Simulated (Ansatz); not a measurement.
# What pressure 9 GPa does to W

Start from W in the bcc (W type) structure (space group Im-3m, No. 229; a = 3.169 Å).

Modification: cell and atoms relaxed at a pressure of 9 GPa.

Calculations: r2SCAN (Ansatz, a quantum-chemistry and plane-wave program), scalar-relativistic without spin-orbit coupling. k-mesh 21×21×21 (Γ-centred); smearing 0.05 eV (Fermi–Dirac).

The volume per atom falls by 0.422 Å³ (15.92 Å³ → 15.49 Å³) and the density grows by 0.52 g/cm³ (19.18 g/cm³ → 19.70 g/cm³). The lattice parameter a falls by 0.028 Å, from 3.169 Å to 3.141 Å and the shortest interatomic distance falls by 0.0245 Å (2.745 Å → 2.720 Å). The enthalpy H = E + PV relative to the base's energy comes out as +0.88 eV/atom and the band gap stays zero.

Final structure:

```xyz
1
Lattice="-1.5705 1.5705 1.5705 1.5705 -1.5705 1.5705 1.5705 1.5705 -1.5705" Properties=species:S:1:pos:R:3 pbc="T T T"
W      0.0000     0.0000     0.0000
```

Load acts through the strain it causes; cell and atoms are relaxed under it. Stability against distortions was not tested. Competing high-pressure phases were not computed. All final runs are without spin polarisation.
